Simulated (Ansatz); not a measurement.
Results of PBEsol (plane waves, PAW; Ansatz, a program for electronic structure) for W₃Si (model structure, started from the D03 type, Fm-3m, No. 225, 4 atoms in the cell).

Numerical settings: plane-wave cutoff 520 eV, 14×14×14 k mesh, Fermi–Dirac smearing 0.05 eV, no spin polarisation, scalar-relativistic PAW data made under PBE.

Cell (relaxed at this level):

Space group Fm-3m (No. 225); a = 6.1862 Å, b = 6.1862 Å, c = 6.1862 Å, α = 90.00°, β = 90.00°, γ = 90.00°

```json
[
 {"atom": "Si", "site": "4a", "symmetry": "m-3m", "x": "0.0000", "y": "0.0000", "z": "0.0000"},
 {"atom": "W", "site": "4b", "symmetry": "m-3m", "x": "0.5000", "y": "0.5000", "z": "0.5000"},
 {"atom": "W", "site": "8c", "symmetry": "-43m", "x": "0.2500", "y": "0.2500", "z": "0.2500"}
]
```
(The calculation used a cell of 4 atoms; values per cell refer to that cell.)

Q: Predict the bulk modulus B0.

A: 
bulk modulus B0: 285 GPa

Note: the run has no spin polarisation, so it can have missed a magnetic state; the bulk modulus is −V dP/dV from two relaxed cells at ±2 % in volume; the relaxation could raise the start's symmetry but not lower it, so the cell can be a saddle point.

Spin–orbit coupling is not included; it can open a gap where bands touch, and shift volumes and moduli.

Computed values are for the static lattice.

A model structure was made by putting elements into a prototype or built by hand; it is no filed structure, need not be a known phase, and can be a saddle point held by its symmetry.
